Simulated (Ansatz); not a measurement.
The reference is MgSe in the rock salt structure (space group Fm-3m, No. 225).

```
MgSe
1.0
    0.00000     2.72478     2.72478
    2.72478     0.00000     2.72478
    2.72478     2.72478     0.00000
Mg Se
1 1
Direct
  0.00000   0.00000   0.00000
  0.50000   0.50000   0.50000
```

Level of theory: Ansatz (an electronic-structure program) PBEsol, scalar-relativistic without spin-orbit coupling.

For the base:

The band gap comes out as 1.78 eV.

One thing is altered: every lattice vector is shortened by 1.50 %, atoms relaxed at fixed cell.

**Question.** How does this affect the band gap?

**Answer.** The band gap increases by 0.07 eV (1.78 eV → 1.85 eV).

**Question.** What does the calculation give for the energy relative to the base after the change?

**Answer.** The energy goes up by 8.7 meV/atom.

The cells carry an imposed strain or load. No phonon test of stability was made.
